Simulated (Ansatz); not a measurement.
composition SiNi, cell Si24Ni24, brought to this temperature after a much hotter stage [in the run: it was liquid; mean temperature 1719 K (target 1590 K); density 5.42 g/cm³; one k-point, which a denser mesh shifts by -0.1 GPa in pressure and 0.08 eV/Å in forces]. The atoms began on random sites, so units and networks may differ from a laboratory melt's. Bonds are counted up to Ni-Ni 3.34 Å, Ni-Si 3.30 Å, Si-Si 3.22 Å.

Q: What distribution of Si-Ni-Si angles does r2SCAN run with Ansatz (a quantum-chemistry and plane-wave program) give?

A: mean 101°, standard deviation 31°.
| angle (°) | p (1/°) |
|---|---|
| 1.5 | 0.0000 |
| 4.5 | 0.0000 |
| 7.5 | 0.0000 |
| 10.5 | 0.0000 |
| 13.5 | 0.0000 |
| 16.5 | 0.0000 |
| 19.5 | 0.0000 |
| 22.5 | 0.0000 |
| 25.5 | 0.0000 |
| 28.5 | 0.0000 |
| 31.5 | 0.0000 |
| 34.5 | 0.0000 |
| 37.5 | 0.0000 |
| 40.5 | 0.0002 |
| 43.5 | 0.0008 |
| 46.5 | 0.0021 |
| 49.5 | 0.0042 |
| 52.5 | 0.0062 |
| 55.5 | 0.0076 |
| 58.5 | 0.0094 |
| 61.5 | 0.0100 |
| 64.5 | 0.0105 |
| 67.5 | 0.0109 |
| 70.5 | 0.0109 |
| 73.5 | 0.0106 |
| 76.5 | 0.0100 |
| 79.5 | 0.0108 |
| 82.5 | 0.0112 |
| 85.5 | 0.0106 |
| 88.5 | 0.0111 |
| 91.5 | 0.0113 |
| 94.5 | 0.0113 |
| 97.5 | 0.0117 |
| 100.5 | 0.0114 |
| 103.5 | 0.0115 |
| 106.5 | 0.0108 |
| 109.5 | 0.0098 |
| 112.5 | 0.0100 |
| 115.5 | 0.0087 |
| 118.5 | 0.0086 |
| 121.5 | 0.0077 |
| 124.5 | 0.0077 |
| 127.5 | 0.0067 |
| 130.5 | 0.0069 |
| 133.5 | 0.0060 |
| 136.5 | 0.0061 |
| 139.5 | 0.0058 |
| 142.5 | 0.0056 |
| 145.5 | 0.0050 |
| 148.5 | 0.0052 |
| 151.5 | 0.0052 |
| 154.5 | 0.0048 |
| 157.5 | 0.0043 |
| 160.5 | 0.0036 |
| 163.5 | 0.0031 |
| 166.5 | 0.0027 |
| 169.5 | 0.0020 |
| 172.5 | 0.0015 |
| 175.5 | 0.0010 |
| 178.5 | 0.0003 |
